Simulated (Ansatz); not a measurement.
Base system: HfC in the rock salt structure (space group Fm-3m, No. 225; a = 4.6071 Å; relaxed with 0.1 eV smearing). Axes: x, y, z lie along the cube axes.

All numbers come from Kohn–Sham DFT with the PBEsol functional, run in Ansatz (a program for electronic structure) with PAW and 420 eV plane waves, spin-orbit coupling left out.

Base values:

- Pressure: 0.0 GPa
- Shortest interatomic distance: 2.304 Å

Modification: biaxial strain +0.42 %, plane normal [111], relaxed out of plane (Cartesian); in-plane vectors clamped, the third vector and the atoms free.

What does the calculation give for the pressure after the change?

The pressure (mean of the normal stresses, compression positive) goes from zero to -1.5 GPa.

Estimate the effect on the out-of-plane strain.

The out-of-plane strain comes out as -0.23 %.

Estimate the effect on the shortest interatomic distance.

The shortest interatomic distance grows by 0.0047 Å to 2.308 Å.

Whether these cells are dynamically stable was not tested. All final runs are without spin polarisation.
